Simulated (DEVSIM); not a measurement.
Device: Pd/SiO2/n-Si capacitor, at 300 K.

| layer (left to right) | material | thickness (nm) | Nd (cm⁻³) |
|---|---|---|---|
| 1 | SiO2 | 13.0 | - |
| 2 | Si | 4700 | 7.5e15 |

Metal gate on the left, work function 5.2 eV. Fixed charge at the semiconductor interface 0 cm⁻² (in units of +e); no interface traps.

The device is made up for the run: typed textbook-type constants, with dimensions and the other settings drawn at random. Values at 300 K.

| parameter | SiO2 | Si |
|---|---|---|
| gap (eV) | 9 | 1.124 |
| affinity (eV) | 0.9 | 4.05 |
| permittivity | 3.9 | 11.7 |
| Nc (cm⁻³) | - | 2.86e19 |
| Nv (cm⁻³) | - | 3.1e19 |

DEVSIM, 1D Poisson equation in equilibrium, Boltzmann statistics, complete ionisation; no quantum confinement or tunnelling. Metal contacts follow the ideal Schottky-Mott rule: no Fermi-level pinning, no interface dipoles.

Give the band bending (positive: bands bend down) and minority sheet density.


```json
[
 {"Vg (V)": "-1.9", "ψs (V)": "-0.909", "minority carriers (cm⁻²)": "2.9e12"},
 {"Vg (V)": "-1.6", "ψs (V)": "-0.901", "minority carriers (cm⁻²)": "2.4e12"},
 {"Vg (V)": "-1.3", "ψs (V)": "-0.891", "minority carriers (cm⁻²)": "2.0e12"},
 {"Vg (V)": "-1", "ψs (V)": "-0.878", "minority carriers (cm⁻²)": "1.5e12"},
 {"Vg (V)": "-0.7", "ψs (V)": "-0.862", "minority carriers (cm⁻²)": "1.0e12"},
 {"Vg (V)": "-0.4", "ψs (V)": "-0.837", "minority carriers (cm⁻²)": "5.5e11"},
 {"Vg (V)": "-0.1", "ψs (V)": "-0.789", "minority carriers (cm⁻²)": "1.4e11"},
 {"Vg (V)": "0.2", "ψs (V)": "-0.595", "minority carriers (cm⁻²)": "1.1e8"},
 {"Vg (V)": "0.5", "ψs (V)": "-0.333", "minority carriers (cm⁻²)": "< 1e8"},
 {"Vg (V)": "0.8", "ψs (V)": "-0.089", "minority carriers (cm⁻²)": "< 1e8"},
 {"Vg (V)": "1.1", "ψs (V)": "0.068", "minority carriers (cm⁻²)": "< 1e8"},
 {"Vg (V)": "1.4", "ψs (V)": "0.126", "minority carriers (cm⁻²)": "< 1e8"},
 {"Vg (V)": "1.7", "ψs (V)": "0.155", "minority carriers (cm⁻²)": "< 1e8"},
 {"Vg (V)": "2", "ψs (V)": "0.175", "minority carriers (cm⁻²)": "< 1e8"},
 {"Vg (V)": "2.3", "ψs (V)": "0.189", "minority carriers (cm⁻²)": "< 1e8"},
 {"Vg (V)": "2.6", "ψs (V)": "0.200", "minority carriers (cm⁻²)": "< 1e8"}
]
```
